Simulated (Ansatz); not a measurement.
# Amorphous Si30C12N24

A CHGNet melt-quench gave the starting glass, which DFT then relaxed. N atoms were pushed apart under 1.9 Å during the dynamics, to hinder bonds among them. The hot cell started wider than the set density and was brought back towards it in steps. It is the lowest in DFT energy of 8 quenches. It is a model cell: composition and starting density were chosen by hand, and all elements were melted together. No dispersion term was used. Cycles of charging and discharging annealed it further.

Methods: PBE, scalar-relativistic without spin-orbit coupling (Ansatz, a program for electronic structure); r2SCAN, scalar-relativistic without spin-orbit coupling (Ansatz); HSE06, scalar-relativistic without spin-orbit coupling (Ansatz). Geometry, pressure, stress and energy are those of the PBE run. Its sampling: a 2×2×2 Γ-centred mesh; Fermi-Dirac width 0.02 eV; no spin polarisation. Other functionals are single points at the zone centre (r2SCAN at 500 eV; exact exchange cut at the cell's faces), free to take moments where seeds were set.

- Number of atoms in the cell: 66
- Density (volume relaxed, without dispersion): 2.75 g/cm^3
- Volume per atom: 81.7 bohr³
- Pressure on a 2×2×2 Γ-centred mesh: -2.72 GPa
- Largest force and stress component on that mesh (the relaxation ran on the zone centre alone): 0.31 eV/Å and 3.2 GPa
- Energy relative to beta Si3N4 + 6H silicon carbide (lowest mix at this level among the phases computed, not always the ambient ones): 0.507 eV/atom
- Gap on a 2×2×2 Γ-centred mesh (PBE): 1.11 eV
- Gap at the zone centre (PBE): 1.51 eV
- Gap at the zone centre (r2SCAN): 1.74 eV
- Gap at the zone centre (HSE06): 2.27 eV

Bonds are counted up to Si-Si 2.60 Å, Si-C 2.19 Å, Si-N 2.38 Å, C-C 1.78 Å, C-N 1.76 Å, N-N 1.70 Å. Two cations that share two anions don't count as bonded, nor two that share one unless they lie closer than Si-Si 2.38 Å, Si-C 2.00 Å, C-C 1.63 Å.

```json
{
 "Mean coordination of Si": "3.97 (3 with 3, 25 with 4, 2 with 5)",
 "Mean coordination of C": "3.58 (5 with 3, 7 with 4)",
 "Mean coordination of N": "3.08 (22 with 3, 2 with 4)",
 "Mean Si-N bond": "1.800 Å (spread 0.093 Å, 72 counted)",
 "Mean Si-C bond": "1.912 Å (spread 0.071 Å, 33 counted)"
}
```

Its density started from a set value of 2.88 g/cm³. The simulated quench (nominally 200 K/ps over its main leg) is rapid and tends to freeze in more defects than a deposited or slowly cooled glass has. Values belong to this one cell and scatter from quench to quench. Volume and shape were free in the relaxation. Stress components on the final sampling reach 3.2 GPa. On a 2×2×2 Γ-centred mesh force components of up to 0.31 eV/Å stay, since the relaxation ran on the zone centre alone. Cycles of charging lowered its energy after that relaxation.
